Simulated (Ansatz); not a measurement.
Hf (P6_3/mmc), Ansatz (an electronic-structure program) with LDA, DFPT electron-phonon coupling, linearised Boltzmann equation. Condition of this run: functional LDA. Phonon-limited resistivity 30.0 μΩ·cm at 300 K along z (a = (3.12, 0.00, 0.00) Å; b = (-1.56, 2.70, 0.00) Å; c = (0.00, 0.00, 4.94) Å), 40.6 μΩ·cm at 400 K, current-weighted mean free path 4.2 nm, Drude plasma energy 4.55 eV.

### Question
What temperature coefficient of resistance follows, and how does it compare with 1/T?

### Answer
(ρ₄₀₀ − ρ₃₀₀)/(100 K × ρ₃₀₀) = 3.53×10⁻³ K⁻¹, against 1/T = 3.33×10⁻³ K⁻¹ for a resistivity proportional to T. It lies higher because phonons are still being populated at 300 K; impurities would add a constant and lower it.

### Question
What Drude relaxation time do resistivity and plasma energy imply?

### Answer
ω_p = 6.91e15 s⁻¹, so τ = 1/(ε₀ ω_p² ρ) = 7.88 fs, a damping ħ/τ of 83.5 meV.

### Question
What is the classical skin depth at 10 GHz (nonmagnetic, μ₀ = 1.257×10⁻⁶ H/m)?

### Answer
δ = √(ρ/(π f μ₀)) = 2760 nm.

A metal at this level (no band gap). Only scattering by harmonic phonons is included (no impurities, grain boundaries, electron-electron scattering or thermal expansion). Spin-orbit coupling is left out, which matters with elements this heavy. Halving the electron mesh (32x32x16) moves the resistivity by up to 3 % at 300 K, the mean free path by up to 5 %. Smearing 0.20 eV; phonons on a 5x5x3 q mesh, which this run doesn't test.
